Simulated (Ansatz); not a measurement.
For Au (Cmcm, No. 63; start mp-1008634; another form than the element's usual one), PBEsol in Ansatz (plane waves, PAW) gives:

| Quantity | Value |
|---|---|
| bulk modulus | 171 GPa |
| cohesive energy | 3.72 eV/atom |

Task: What does r²SCAN (plane waves, PAW; Ansatz, a first-principles code) give for the same quantities?

Result: 
- bulk modulus: 150 GPa (drops by 12 %)
- cohesive energy: 3.42 eV/atom (decreases by 0.30 eV/atom)

Changes are worked out from the printed values.

Unless a cell is named, each level is at its own relaxed cell (PBEsol 17.03, r²SCAN 17.59 Å³/atom).

Levels without +SOC leave out spin–orbit coupling, which shifts energies and cells of such heavy elements.

Caveats: the bulk modulus is −V dP/dV from two relaxed cells at ±2 % in volume (PBEsol, r²SCAN); the relaxation could not lower the start's symmetry, so the cell can be a saddle point above a distorted one (PBEsol, r²SCAN). Ansatz's density-functional and Hartree–Fock values are scalar-relativistic unless marked +SOC, with PAW data made under PBE.

A start named mp-… is a Materials Project structure, which can be a computed phase never made.
